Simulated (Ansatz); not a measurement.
The parent structure is V in the bcc (W type) structure (space group Im-3m, No. 229; a = 2.9587 Å).

The other end (x = 1) is Ta in the bcc (W type) structure (space group Im-3m, No. 229): 17.68 Å³/atom, gap zero.

Level of theory: PBEsol/PAW in Ansatz (a first-principles code), without spin-orbit coupling.

Ta replaces a fraction x of V; each row is one arrangement (x, atoms in the cell, starting space group or random), fully relaxed.

One change was made to it. Results:

```tsv
quantity	base	after
shortest interatomic distance	2.562 Å	2.419 Å
mixing energy (to 0.01 eV only: unlike meshes or grids)	–	+0.05 eV/atom
deviation of the volume from the linear (Vegard-type) interpolation	–	+0.6 %
```

Question: Which change produced these results?
(A) x(Ta) = 0.75, 4 atoms, P4/mmm
(B) x(Ta) = 0.25, 4 atoms, P4/mmm
(C) x(Ta) = 0.5, 4 atoms, Cmme
(D) x(Ta) = 0.75, 4 atoms, Immm
(E) x(Ta) = 0.5, 4 atoms, Fd-3m

Answer: C, x(Ta) = 0.5, 4 atoms, Cmme. For comparison, the shortest interatomic distance in the other runs: x(Ta) = 0.75, 4 atoms, P4/mmm gives 2.731 Å; x(Ta) = 0.25, 4 atoms, P4/mmm gives 2.580 Å; x(Ta) = 0.5, 4 atoms, Fd-3m gives 2.716 Å; x(Ta) = 0.75, 4 atoms, Immm gives 2.704 Å.

Each cell is one ordered arrangement of few atoms, which overstates ordering effects compared with a random alloy. No phonon test of stability was made. Starting moments died away, wholly or in part, for x(Ta) = 0.5, 4 atoms, Cmme, the base, x(Ta) = 0.75, 4 atoms, P4/mmm and x(Ta) = 0.25, 4 atoms, P4/mmm and more; another magnetic solution may exist. All final runs are without spin polarisation.
